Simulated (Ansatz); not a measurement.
The starting structures come from a database of crystals and need not be the phases stable at ambient conditions.

Evanescent states of CaBr$_{2}$ (P4_2/mnm, rutile, not sure to be the ambient phase, 6 atoms a cell, 33.8 Å³ an atom) along the normal of (111)

Method: r2SCAN (plane waves, PAW; Ansatz, a quantum-chemistry and plane-wave program).

The gap is the functional's own, uncorrected, and κ follows it; spin-orbit coupling is left out. Mid-gap values are interpolated between the computed energies.

Energies count from the valence-band top; κ is the least over a 4×4 mesh across the current.

```
E (eV)     κ (1/Å)  where
------  ----------  -----
0.12         0.214      Γ
0.34         0.251      Γ
0.57         0.277      Γ
0.81         0.297      Γ
1.03         0.313      Γ
1.26    (withheld)      Γ
1.50    (withheld)      Γ
1.73    (withheld)      Γ
1.96    (withheld)      Γ
2.19    (withheld)      Γ
2.42    (withheld)      Γ
2.65    (withheld)      Γ
2.88    (withheld)      Γ
3.10    (withheld)      Γ
3.33    (withheld)      Γ
3.56    (withheld)      Γ
3.79    (withheld)      Γ
4.03         0.278      Γ
4.25         0.257      Γ
4.49         0.232      Γ
4.71         0.198      Γ
4.95         0.102      Γ
```

Question: Some entries are withheld; supply them.

Answer: 
- 1.26, κ (1/Å): 0.324
- 1.50, κ (1/Å): 0.333
- 1.73, κ (1/Å): 0.338
- 1.96, κ (1/Å): 0.342
- 2.19, κ (1/Å): 0.343
- 2.42, κ (1/Å): 0.342
- 2.65, κ (1/Å): 0.340
- 2.88, κ (1/Å): 0.335
- 3.10, κ (1/Å): 0.328
- 3.33, κ (1/Å): 0.319
- 3.56, κ (1/Å): 0.308
- 3.79, κ (1/Å): 0.294
